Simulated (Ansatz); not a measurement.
**Effect of biaxial strain +4.11 %, plane normal [001], relaxed out of plane on HfGe2**

Take HfGe$_{2}$ (space group Cmcm, No. 63; a = 3.781 Å, b = 14.744 Å, c = 3.747 Å) as the base. Axes: x, y, z lie along a, b, c of the conventional cell.

One thing is altered: tensile biaxial strain of 4.11 % in the plane normal to [001], as in epitaxy on a mismatched substrate; the out-of-plane cell vector and the atoms relax.

Level of theory: PBEsol (Ansatz, an electronic-structure program, PAW, no SOC), earlier PAW set. k-mesh 13×13×12 (Γ-centred); smearing 0.05 eV (Fermi–Dirac).

| quantity | base | changed | shift |
|---|---|---|---|
| volume per atom | 17.41 Å³ | 18.33 Å³ | +0.92 Å³ |
| shortest interatomic distance | 2.598 Å | 2.602 Å | +0.004 Å |
| band gap | zero | zero | – |
| out-of-plane strain (rough) | – | -2.86 % | – |

Without a gap, meshes like the base's 13×13×12 leave anisotropic stresses uncertain by several tenths of a GPa, and small strain energies with them. No phonon test of stability was made. The final runs are not spin-polarised.
